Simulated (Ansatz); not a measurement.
Ansatz (a first-principles code) run on Cu (I4/mmm, 1 atom in the cell): relaxation of cell and atoms.

Method: LDA (PW92), default PAW files made with PBE (plane waves; Ansatz).

The change in words: atoms on their sites; relax: default → cell and atoms. Reference geometry:
```
Cu
1.0
   -1.45508     1.45508     1.36632
    1.45508    -1.45508     1.36632
    1.45508     1.45508    -1.36632
Cu
1
Cartesian
  0.00000   0.00000   0.00000
```

Reference input (self-consistent single point, DFT, LDA (PW92), plane waves, default PAW files made with PBE): basis.ecutwfc = 30.9 Ry; kpoints.mp_grid.grid = 16 16 16; hamiltonian.xc = lda; hamiltonian.pseudopotentials = {kind: paw} (the program's default PAW files); scf.occupations.method = gaussian; scf.occupations.width = 0.0073 Ry. This run's input differs from it in these lines:

```diff
@@ -20,2 +20,4 @@
     width: 0.0073 Ry
+relax:
+  cell: {}
 output:
```

Output (repeated stretches shortened):

```
   [... SCF lines of the steps left out ...]
relax step   1: F+E_penalty+E_count = -6555.65786557 eV  Δ(F+E_penalty+E_count) = +0.000e0 eV  max|allowed force component| = 0.000e0 eV/Å  Δτ_max = 0.0000 Å  P = -9.205 GPa  Ω = 11.571 Å³  (6 SCF iters, dr2 threshold 1.00e-7 eV, accepted)
relax step   2: F+E_penalty+E_count = -6555.67287835 eV  Δ(F+E_penalty+E_count) = -1.501e-2 eV  max|allowed force component| = 0.000e0 eV/Å  Δτ_max = 0.0000 Å  P = -4.838 GPa  Ω = 11.237 Å³  energy of the carried Pulay correction = +2.243e-4 eV  (6 [...]
   [... lines left out ...]
relax step  10: F+E_penalty+E_count = -6555.67858037 eV  Δ(F+E_penalty+E_count) = -3.336e-5 eV  max|allowed force component| = 0.000e0 eV/Å  Δτ_max = 0.0000 Å  P = +0.005 GPa  Ω = 10.934 Å³  energy of the carried Pulay correction = +4.303e-4 eV  (6 [...]
relax step  11: F+E_penalty+E_count = -6555.67815976 eV  Δ(F+E_penalty+E_count) = +4.206e-4 eV  max|allowed force component| = 0.000e0 eV/Å  Δτ_max = 0.0000 Å  P = +0.011 GPa  Ω = 10.934 Å³  stress off target by 1.43e-2 GPa  SCF on the basis [...]
basis re-selected at this cell: Δ(F+E_penalty+E_count) = +4.206e-4 eV, ΔP = +0.006 GPa vs the last step
Free energy (F): -6555.678160 eV
Internal energy: -6555.676041 eV  (E = F + TS)
E sigma→0 (E₀):  -6555.677100 eV
Entropy (-TS):   -0.002119 eV (-2.119 meV/atom)
Fermi energy:    18.081162 eV
--- Forces (eV/Å), atoms counted from 1 ---
  atom   1  Cu     0.00000000     0.00000000     0.00000000
--- Stress (GPa, compression-positive) ---
        0.014330       0.000000       0.000000
        0.000000       0.014330       0.000000
        0.000000       0.000000       0.004166
  P = ⅓ Tr σ = 0.0109 GPa (0.109 kbar)
   [... lines left out ...]
to start a new deck from the relaxed geometry:
  cell:  # Å, volume = 10.9345 Å³
    - [-1.4450092519884585, 1.4450092519884585, 1.3091704245763864]
    - [1.4450092519884585, -1.4450092519884585, 1.3091704245763864]
    - [1.4450092519884585, 1.4450092519884585, -1.3091704245763864]
  atoms:
    - { symbol: Cu, position: [0.0, 0.0, 0.0] }
```

The run converged.  The full log also holds: “iter 4 did not close the SCF: its close was put off for the readings that it lacked (scf_convergence_deferred on its scf_iter line)”. The full log also holds: “iter 2 did not close the SCF: its close was put off for the readings that it lacked (scf_convergence_deferred on its scf_iter line)”.

Summary of the result:
| Item | Value |
|---|---|
| Free energy E − TS (on the zero of these files) | -6555.6782 eV |
| Fermi level (on the code's own zero) | 18.08 eV |
| Pressure | 0.01 GPa |
| Final cell | a = 2.427 Å, b = 2.427 Å, c = 2.427 Å, α = 106.92°, β = 106.92°, γ = 114.71° |
| Final volume per atom | 10.93 Å³ |
| Relaxation steps | 11 |

The starting cell comes from a database of computed structures (which also holds hypothetical and non-ambient phases and stackings), without a prior relaxation at this level. Its lattice was rescaled by up to half a per cent. Spin polarisation is off. The relaxation keeps the symmetry of its start, so its end need not be a minimum. Ansatz's pressure includes its estimate of the finite-basis (Pulay) stress.

Cost on one core of a shared machine: roughly 60 s.

Keys are those of Ansatz 0.2.
